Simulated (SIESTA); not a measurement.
**Short convergence ladders for Ni2Ge (P3m1, 6 atoms in the cell)**

```yaml
crystal:
  lattice:
    - [3.99175, 0.00000, 0.00000]
    - [-1.99588, 3.45696, 0.00000]
    - [0.00000, 0.00000, 5.03895]
  atoms:
    - { symbol: Ni, position: [0.66667, 0.33333, 0.25992] }
    - { symbol: Ni, position: [0.33333, 0.66667, 0.75000] }
    - { symbol: Ni, position: [0.00000, 0.00000, 0.00000] }
    - { symbol: Ni, position: [0.00000, 0.00000, 0.50000] }
    - { symbol: Ge, position: [0.66667, 0.33333, 0.75000] }
    - { symbol: Ge, position: [0.33333, 0.66667, 0.25000] }
```

Base method: GGA PBEsol, numerical atomic orbitals DZP, PseudoDojo PBEsol standard norm-conserving potentials (rewritten from UPF to PSML) in SIESTA.

Base settings: XC.functional = GGA; XC.authors = PBEsol; potentials = PseudoDojo PBEsol standard; PAO.BasisSize = DZP; PAO.EnergyShift = 0.01 Ry; MeshCutoff = 300 Ry; kgrid.MonkhorstPack = 5 5 3; OccupationFunction = FD; ElectronicTemperature = 100 meV; MaxSCFIterations = 150.

Core times come from one kind of shared machine, to one figure; runs under 30 s give none.

**Shifted k-point meshes**

Only quantities that move along the ladder and can be compared are tabulated.

```tsv
kgrid.MonkhorstPack	free energy less the last step's (meV/atom)	pressure (GPa)	largest difference of a force vector from the last step's (eV/Å)	core time / last (rough)
2 2 1 shifted by 0.5 0.5 0.5	-97.44	0.15	0.406	–
3 3 2 shifted by 0.5 0.5 0.5	3.49	-0.33	0.093	–
5 5 3 shifted by 0.5 0.5 0.5	1.67	-0.23	0.017	0.09
6 6 4 shifted by 0.5 0.5 0.5	1.99	-0.08	0.007	0.10
15 15 11 shifted by 0.5 0.5 0.5	0.00	-0.18	0.000	1
```

Coarsest kgrid.MonkhorstPack that holds the free energy within 5 meV/atom of the last step, with all finer ones: 3 3 2 shifted by 0.5 0.5 0.5; the step before is off by 97 meV/atom.

Coarsest kgrid.MonkhorstPack that holds the pressure within 0.2 GPa of the last step, with all finer ones: 3 3 2 shifted by 0.5 0.5 0.5; the step before is off by 0.33 GPa.

**The k-point mesh at a smearing width of 0.05 eV**

In this ladder: ElectronicTemperature = 50 meV.

The second cell is the first with its lattice scaled by 0.98.

Only quantities that move along the ladder and can be compared are tabulated.

| kgrid.MonkhorstPack | free energy less the last step's (meV/atom) | energy of the compressed cell less the first (meV/atom) | pressure (GPa) | core time / last (rough) |
|---|---|---|---|---|
| 4 4 3 | 16.11 | 27.27 | 0.09 | – |
| 6 6 4 | -3.53 | 24.99 | -0.43 | 0.2 |
| 9 9 6 | -0.14 | 25.35 | -0.34 | 0.5 |
| 10 10 7 | 0.00 | 25.29 | -0.35 | 1 |

Coarsest kgrid.MonkhorstPack that holds the energy of the compressed cell less the first within 0.2 meV/atom of the last step, with all finer ones: 9 9 6; the step before is off by 0.30 meV/atom.

Coarsest kgrid.MonkhorstPack that holds the free energy within 2 meV/atom of the last step, with all finer ones: 9 9 6; the step before is off by 3.5 meV/atom.

Coarsest kgrid.MonkhorstPack that holds the pressure within 0.1 GPa of the last step, with all finer ones: 6 6 4, at about 0.2 of the last step's time; the step before is off by 0.45 GPa.

The energy difference between the two cells stays within 1 meV/atom of the last step's from 6 6 4 on, the total only from 9 9 6 on: much of the error is common to both cells and cancels.

On the base run: the starting cell comes from a database of computed structures (which also holds hypothetical and non-ambient phases and stackings), without a prior relaxation at this level. Its lattice was rescaled by up to half a per cent. One atom was moved a little off its site on purpose. Spin polarisation is off. Values carry the incompleteness of an atom-centred basis. Without a gap this mesh is coarse (it stands for a supercell whose shortest vector is 15 Å).
